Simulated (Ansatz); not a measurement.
System: GeSe (model structure, started from the 4H type, P6₃mc, No. 186, 8 atoms in the cell). Method: PBEsol (Ansatz, a quantum-chemistry and plane-wave program, plane waves, PAW).

Numerical settings: plane-wave cutoff 500 eV, 12×12×4 k mesh (along the axes of the cell as run), Fermi–Dirac smearing 0.05 eV, scalar-relativistic PAW data made under PBE.

Cell (relaxed at this level):

```yaml
crystal:
  lattice:
    - [4.71306, 0.00000, 0.00000]
    - [-2.35653, 4.08163, 0.00000]
    - [0.00000, 0.00000, 11.10288]
  atoms:
    - { symbol: Ge, position: [0.00000, 0.00000, 0.02341] }
    - { symbol: Ge, position: [0.00000, 0.00000, 0.52341] }
    - { symbol: Ge, position: [0.66667, 0.33333, 0.77273] }
    - { symbol: Ge, position: [0.33333, 0.66667, 0.27273] }
    - { symbol: Se, position: [0.00000, 0.00000, 0.78974] }
    - { symbol: Se, position: [0.00000, 0.00000, 0.28974] }
    - { symbol: Se, position: [0.66667, 0.33333, 0.53976] }
    - { symbol: Se, position: [0.33333, 0.66667, 0.03976] }
```

Q: Estimate the band gap that the calculation returns.

A: 
* **band gap**: 0.47 eV (on the SCF k mesh)

Note: the relaxation could raise the start's symmetry but not lower it, so the cell can be a saddle point.

Spin–orbit coupling is not included.

The computed numbers hold no vibrational or temperature effects.

A model structure was made by putting elements into a prototype or built by hand; it is no filed structure, need not be a known phase, and can be a saddle point held by its symmetry.
